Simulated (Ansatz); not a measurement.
Take CsSnI3 in the cubic perovskite structure (space group Pm-3m, No. 221; a = 6.031 Å) as the base.

Calculations: DFT with LDA, PAW potentials and a 420 eV plane-wave cutoff in Ansatz (an electronic-structure program), scalar-relativistic without spin-orbit coupling.

For the base:

- Pressure: 0.0 GPa

Modification: an isotropic linear strain of −1.80 %, atoms relaxed at fixed cell.

Task: How does this affect the pressure and energy relative to the base?

Result: The pressure goes from zero to 1.3 GPa; the energy grows by 9.1 meV/atom.

No phonon test of stability was made. All final runs are without spin polarisation. Many cubic perovskites are stable only at high temperature; tilts and polar distortions were not tested.
